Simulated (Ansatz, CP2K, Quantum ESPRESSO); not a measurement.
## One structure in several programs: LaS₂ (P4/nmm, 6 atoms in the cell)

Self-consistent single point.

```
CELL_PARAMETERS angstrom
      4.04634     0.00000     0.00000
      0.00000     4.04634     0.00000
      0.00000     0.00000     8.31768
ATOMIC_POSITIONS crystal
  La 0.00000 0.50000 0.72423
  La 0.50000 0.00000 0.27577
  S  0.00000 0.50000 0.36397
  S  0.50000 0.00000 0.63603
  S  0.00000 0.00000 0.00000
  S  0.50000 0.50000 0.00000
```

Shared settings, as Ansatz (a quantum-chemistry and plane-wave program) writes them: kpoints.mp_grid.grid = 7 7 4; scf.occupations.method = fermi_dirac; scf.occupations.width = 0.1 eV. Potentials and cutoffs stand in the table.

```tsv
code	model	pressure (GPa)	largest force (eV/Å)	cutoff
CP2K	LDA (Pade form), GPW, DZVP-MOLOPT-SR-GTH basis, GTH-PADE potentials (GTH_POTENTIALS)	-4.49	0.075	grid 500 Ry
Ansatz	LDA (PW92), PAW files made with PBE	-5.34	0.059	default
Quantum ESPRESSO	LDA (PZ), GBRV 1.5 ultrasoft (LDA) pseudopotentials	-5.24	0.064	40 Ry
```

Size of the force on each atom (eV/Å): Sizes of forces hide their directions.

```json
[
 {"code": "CP2K", "La1": "0.075", "La2": "0.075", "S3": "0.038", "S4": "0.038", "S5": "0.000", "S6": "0.000"},
 {"code": "Ansatz", "La1": "0.059", "La2": "0.059", "S3": "0.008", "S4": "0.008", "S5": "0.000", "S6": "0.000"},
 {"code": "Quantum ESPRESSO", "La1": "0.064", "La2": "0.064", "S3": "0.012", "S4": "0.012", "S5": "0.000", "S6": "0.000"}
]
```

The spread over the programs that give each value: pressure within 0.85 GPa; largest force within 0.016 eV/Å.

CP2K uses small atom-centred bases, whose incompleteness enters pressures, forces and empty levels differently from a plane-wave cutoff. Ansatz's pressure is given at a fixed set of plane waves, as the other plane-wave codes print theirs. The same LDA comes in different parametrisations, which differ slightly.

The starting cell comes from a database of computed structures (which also holds hypothetical and non-ambient phases and stackings), without a prior relaxation at this level.

Left out of this page: Elk (not drawn, or without a comparable value).

Keys are those of Ansatz 0.2.
